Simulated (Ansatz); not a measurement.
Base system: BN (space group P6_3/mmc, No. 194; a = 2.5005 Å, c = 6.4117 Å; layered, stacked along the Cartesian z axis). Axes: x lies along a and z along c of the hexagonal cell.

Structures relaxed with PBEsol-D3(BJ) (Ansatz, a quantum-chemistry and plane-wave program; PAW; 420 eV plane waves; no spin-orbit coupling).

Base:

Simulated powder pattern, Cu Kα1, λ = 1.54056 Å (kinematic, ideal powder, no thermal factors, no anomalous dispersion; the 8 strongest lines at most, above 2 %, up to 2θ = 90°):

```json
[
 {"2θ (°)": "27.81", "I/Imax (%)": "100", "hkl": "(002)"},
 {"2θ (°)": "41.67", "I/Imax (%)": "18", "hkl": "(100)"},
 {"2θ (°)": "44.10", "I/Imax (%)": "5.8", "hkl": "(101)"},
 {"2θ (°)": "50.84", "I/Imax (%)": "17", "hkl": "(102)"},
 {"2θ (°)": "57.44", "I/Imax (%)": "7.0", "hkl": "(004)"},
 {"2θ (°)": "73.44", "I/Imax (%)": "4.3", "hkl": "(104)"},
 {"2θ (°)": "76.07", "I/Imax (%)": "7.6", "hkl": "(110)"},
 {"2θ (°)": "82.80", "I/Imax (%)": "12", "hkl": "(112)"}
]
```

The change: tensor shear ε_xz = +2.00 % (engineering shear γ = 0.0400), atoms relaxed at fixed cell.

After the change:

Simulated powder pattern, Cu Kα1, λ = 1.54056 Å (kinematic, ideal powder, no thermal factors, no anomalous dispersion; the 8 strongest lines at most, above 2 %, up to 2θ = 90°):

| 2θ (°) | d (Å) | I/Imax (%) | hkl |
|---|---|---|---|
| 27.82 | 3.204 | 100 | (002) |
| 41.67 | 2.165 | 6.0 | (010) |
| 41.69 | 2.164 | 12 | (100) |
| 49.99 | 1.823 | 6.0 | (102) |
| 50.85 | 1.794 | 5.6 | (012) |
| 51.74 | 1.765 | 5.2 | (1 0 -2) |
| 57.48 | 1.602 | 7.0 | (004) |
| 76.08 | 1.250 | 5.1 | (110) |

The indices refer to the base's conventional cell; one index is shown for lines that coincide. The space group is now C2/c (No. 15).

The cells carry an imposed strain or load. Whether these cells are dynamically stable was not tested.
